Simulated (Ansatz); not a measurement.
Results of r²SCAN+rVV10 (PAW; Ansatz, a first-principles code) for LiNbO3 (R-3c, No. 167, 10 atoms in the cell; start mp-552588; high-temperature phase).

Run with plane-wave cutoff 560 eV, 8×8×8 k mesh, Fermi–Dirac smearing 0.01 eV, no spin polarisation, scalar-relativistic PAW data made under PBE.

Cell (relaxed at this level):

```cif
data_Li2Nb2O6
_chemical_formula_sum 'Li2 Nb2 O6'
_space_group_name_H-M_alt 'P 1'
_space_group_IT_number 1
_cell_length_a 5.44283
_cell_length_b 5.44283
_cell_length_c 5.44283
_cell_angle_alpha 56.724
_cell_angle_beta 56.724
_cell_angle_gamma 56.724
loop_
_space_group_symop_operation_xyz
  'x, y, z'
loop_
_atom_site_label
_atom_site_type_symbol
_atom_site_fract_x
_atom_site_fract_y
_atom_site_fract_z
_atom_site_occupancy
Li1 Li 0.25000 0.25000 0.25000 1
Li2 Li 0.75000 0.75000 0.75000 1
Nb1 Nb 0.50000 0.50000 0.50000 1
Nb2 Nb 0.00000 0.00000 0.00000 1
O1 O 0.12678 0.37322 0.75000 1
O2 O 0.87322 0.62678 0.25000 1
O3 O 0.75000 0.12678 0.37322 1
O4 O 0.25000 0.87322 0.62678 1
O5 O 0.37322 0.75000 0.12678 1
O6 O 0.62678 0.25000 0.87322 1
```

What does this level give for the band gap and smallest direct gap on the k points sampled?


- band gap = 3.00 eV
- smallest direct gap on the k points sampled = 3.10 eV

Note: held by symmetry at 0 K, a high-temperature phase can be a saddle point.

Spin–orbit coupling is not included.

Static lattice: no zero-point or thermal effects.

The result took roughly 50 core-seconds.

A start named mp-… is a Materials Project structure, which need not be a measured phase.
